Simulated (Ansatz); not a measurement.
Bond-angle distributions (per cent of the angles at each element, bins of 10°) of a relaxed model of amorphous Ge12Sb12Te30B3 at 6.31 g/cm³. These are PBE-D3(BJ), scalar-relativistic without spin-orbit coupling, PAW (Ansatz default set, large-core Te) (plane waves to 420 eV; Ansatz, an electronic-structure program) values and carry that method's errors.

It comes from a melt-quench run on a machine-learned potential (CHGNet), relaxed afterwards by DFT. The hot cell started wider than the set density and was brought back towards it in steps. It is the lowest in DFT energy of 3 quenches. It is a model cell: composition and starting density were chosen by hand, and all elements were melted together. The geometry includes D3(BJ) dispersion. Its density started from a set value of 5.77 and ended at 6.31 g/cm³. Cooling (nominally 150 K/ps over its main leg) ran many orders faster than in experiment, which tends to leave more defects and strain. A cell of this size samples the disorder only roughly. Volume and shape were free in the relaxation. Stress components on the final sampling reach 0.6 GPa. On a 2×2×2 Γ-centred mesh force components of up to 0.46 eV/Å stay, since the relaxation ran on one k-point at (1/4, 1/4, 1/4).

Cut-offs for bonds: Ge-Ge 2.85 Å, Ge-Sb 3.11 Å, Ge-Te 3.04 Å, Ge-B 2.45 Å, Sb-Sb 3.18 Å, Sb-Te 3.36 Å, Sb-B 2.68 Å, Te-Te 3.31 Å, Te-B 2.66 Å, B-B 2.02 Å.

| angle (°) | at Ge | at Sb | at Te |
|---|---|---|---|
| 50-60 | 0 | 0 | 0 |
| 60-70 | 0 | 1 | 0 |
| 70-80 | 3 | 19 | 17 |
| 80-90 | 21 | 22 | 22 |
| 90-100 | 31 | 22 | 21 |
| 100-110 | 22 | 8 | 12 |
| 110-120 | 7 | 9 | 8 |
| 120-130 | 3 | 0 | 4 |
| 130-140 | 7 | 0 | 2 |
| 140-150 | 2 | 1 | 3 |
| 150-160 | 0 | 6 | 3 |
| 160-170 | 2 | 9 | 6 |
| 170-180 | 2 | 1 | 1 |

They go with these counts of neighbours within the cut-offs, cation contacts included: Ge mean 3.6, most often 3; Sb mean 4.4, most often 5; Te mean 3.3, most often 3.
